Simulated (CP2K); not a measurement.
Band structure of CaZrN₂ (R-3m, 4 atoms in the cell).

```
CaZrN2
1.0
    5.96153     0.00000     0.00000
    5.02867     3.20194     0.00000
    5.02867     1.46507     2.84709
Ca Zr N
1 1 2
Cartesian
  0.00000   0.00000   0.00000
  8.00943   2.33351   1.42355
  3.81441   1.11131   0.67795
 12.20445   3.55570   2.16914
```

Level of theory: PBEsol, GPW, DZVP-MOLOPT-SR-GTH basis, GTH-PBE potentials (GTH_POTENTIALS) in CP2K.

Settings: CUTOFF = 500 Ry; REL_CUTOFF = 50 Ry; SMEAR/METHOD = FERMI_DIRAC; ELECTRONIC_TEMPERATURE = 580.23 K; KPOINTS/SCHEME = MONKHORST-PACK 8 8 8; GAMMA_CENTERED = T; XC_FUNCTIONAL = PBE:PBESOL; Ca/BASIS_SET = DZVP-MOLOPT-SR-GTH; Ca/POTENTIAL = GTH-PBE-q10; Zr/BASIS_SET = DZVP-MOLOPT-SR-GTH; Zr/POTENTIAL = GTH-PBE-q12; N/BASIS_SET = DZVP-MOLOPT-SR-GTH; N/POTENTIAL = GTH-PBE-q5; METHOD = GPW.

The starting cell comes from a database of computed structures (which also holds hypothetical and non-ambient phases and stackings), without a prior relaxation at this level. Its lattice was rescaled by a random factor within 2.5 % of one. Values carry the incompleteness of an atom-centred basis. The potentials were made for another functional than the one used.

### Question
Predict the gap along the standard path and the places of the band edges.

### Answer
The gap along the path is 0.37 eV, from Γ to F; the smallest direct gap on it is 1.03 eV.

Levels in eV from the top of the valence band on the SCF mesh, bands 13 to 17:
| point | 13 | 14 | 15 | 16 | 17 |
|---|---|---|---|---|---|
| Γ | -2.93 | -0.27 | 0.00 | 0.00 | 2.53 |
| L | -2.42 | -2.38 | -1.72 | -1.10 | 2.11 |
| Z | -2.72 | -2.17 | -0.58 | -0.58 | 2.86 |
| F | -2.59 | -2.23 | -0.69 | -0.66 | 0.37 |
| P1 | -2.54 | -2.37 | -0.92 | -0.73 | 0.67 |
| P | -2.54 | -2.37 | -0.92 | -0.73 | 0.67 |

Higher empty bands are left out: an atom-centred basis made for the valence describes them poorly.
